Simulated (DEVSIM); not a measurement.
System: abrupt GaAs n-p junction, at 300 K.

| layer (left to right) | material | thickness (μm) | Nd (cm⁻³) | Na (cm⁻³) | τn (s) | τp (s) |
|---|---|---|---|---|---|---|
| 1 | GaAs | 0.170 | 8.7e15 | - | 1.6e-9 | 1.6e-9 |
| 2 | GaAs | 2.20 | - | 1.2e14 | 1.6e-9 | 1.6e-9 |

Left contact: ohmic. Right contact: ohmic. Voltage is applied to the left contact. Recombination: SRH at mid-gap. Mobility is μmin + (μ − μmin)/(1 + (N/Nref)^α).

Constants are typed, rounded textbook-type inputs, not results; the design itself was drawn at random and stands for no fabricated device. Values at 300 K.

```tsv
parameter	GaAs
gap (eV)	1.424
affinity (eV)	4.07
permittivity	12.9
Nc (cm⁻³)	4.7e17
Nv (cm⁻³)	9e18
μn (cm²/Vs)	8500
μp (cm²/Vs)	400
μn,min	500
μp,min	20
Nref,n	6e16
Nref,p	1.5e17
αn	0.39
αp	0.38
```

Model (solved in DEVSIM): 1D drift-diffusion, Boltzmann statistics, complete ionisation; no tunnelling, impact ionisation, image-force lowering or self-heating.

The doping Nd of layer 1 was swept, all else fixed.

| doping Nd of layer 1 (cm^-3) | potential step across the device at zero bias (V) | largest field in the device at zero bias (V/cm) | dark forward voltage at 1 A/cm² (V) | dark forward voltage at 100 A/cm² (V) |
|---|---|---|---|---|
| 2.6e14 | 0.940 | 5700 | 0.831 | 1.094 |
| 8.7e14 | 0.971 | 5900 | 0.830 | 1.048 |
| 2.6e15 | 0.999 | 6200 | 0.828 | 1.026 |
| 8.7e15 | 1.031 | 7200 | 0.826 | 1.010 |
| 2.6e16 | 1.059 | ___ | 0.825 | 1.002 |
| 8.7e16 | 1.090 | 16000 | 0.824 | 1.000 |

Complete the blanks.


- 2.6e16, largest field in the device at zero bias (V/cm): 9900
